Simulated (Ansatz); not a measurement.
ZnS, response to strain

Start from ZnS in the zinc blende structure (space group F-43m, No. 216).

```
CELL_PARAMETERS angstrom
      0.00000     2.69520     2.69520
      2.69520     0.00000     2.69520
      2.69520     2.69520     0.00000
ATOMIC_POSITIONS crystal
  S  0.75000 0.75000 0.75000
  Zn 0.00000 0.00000 0.00000
```

Cartesian axes are those of the cell as printed.

Strains are applied to the cell and any free atomic positions relax; under biaxial strain the out-of-plane vector relaxes too; under stress the whole cell relaxes.

Calculations: r2SCAN (Ansatz, a first-principles code; PAW; 500 eV plane waves; without spin-orbit coupling), earlier PAW set.

Notes on the quantities. pressure: mean of the normal stresses, compression positive.

| variant | pressure | shortest interatomic distance | band gap | space group |
|---|---|---|---|---|
| base | 0.00 GPa | 2.334 Å | 2.70 eV | F-43m (No. 216) |
| biaxial strain −1.25 %, plane normal [001], relaxed out of plane | 0.82 GPa | 2.326 Å | 2.71 eV | I-4m2 (No. 119) |
| isotropic strain +1.88 % | -3.87 GPa | 2.378 Å | 2.44 eV | F-43m (No. 216) |
| uniaxial strain ε_xx = −0.38 % | 0.30 GPa | 2.331 Å | 2.71 eV | I-4m2 (No. 119) |
| uniaxial strain ε_yy = +0.56 % | … | … | 2.66 eV | I-4m2 (No. 119) |
| uniaxial stress, 1 GPa compression along z | – | 2.331 Å | 2.66 eV | I-4m2 (No. 119) |

Q: What belongs in the blanks?

A: 
- uniaxial strain ε_yy = +0.56 %, pressure: -0.43 GPa
- uniaxial strain ε_yy = +0.56 %, shortest interatomic distance: 2.338 Å

Beyond what the load breaks, stability against distortions was not tested.
